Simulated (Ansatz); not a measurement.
An Ansatz (a program for electronic structure) input (PBE-D3(BJ), PAW, 420 eV (Ansatz; scalar-relativistic without spin-orbit coupling)):

Ansatz 0.2 input:
```yaml
crystal:
  lattice:
    - [3.1541319515, 0, 0]
    - [-1.5770659758, 2.7315583969, 0]
    - [0, 0, 11.8494549463]
  atoms:
    - { symbol: W, position: [0.6666666667, 0.3333333333, 0.75] }
    - { symbol: W, position: [0.3333333333, 0.6666666667, 0.25] }
    - { symbol: S, position: [0.6666666667, 0.3333333333, 0.3797021761] }
    - { symbol: S, position: [0.3333333333, 0.6666666667, 0.8797021761] }
    - { symbol: S, position: [0.3333333333, 0.6666666667, 0.6202978239] }
    - { symbol: S, position: [0.6666666667, 0.3333333333, 0.1202978239] }
basis: { ecutwfc: 420, ecutrho_ratio: 4, xc_grid: 2, fft_grid_basis: typed }
kpoints: { mp_grid: { grid: [12, 12, 3] } }
hamiltonian:
  xc: pbe
  dispersion: d3bj
  pseudopotentials: { kind: paw }
scf: { occupations: { method: fermi_dirac, width: 0.05 }, convergence: { dr2_threshold: 0.0000000006 } }
relax: { f_tol: 0.005, max_steps: 50 }
output: { forces: true, stress: true }
checkpoint: { write: state.ck, write_every: 1000 }
```

Problem. Which symmetry and how many k-points will the program report, and about how many plane waves at Γ?

Solution. Space group P63/mmc (ITA 194) with 24 operations, k-points 38 of 432, and 1971 plane waves at Γ.

Problem. And the final pressure?

Solution. 0.87 GPa (compression positive).

The cells carry an imposed strain or load. Whether these cells are dynamically stable was not tested. The cell was made from WS2 (space group P6_3/mmc, No. 194; layered, stacked along the Cartesian z axis) by this change: uniaxial strain ε_zz = −2.40 %.
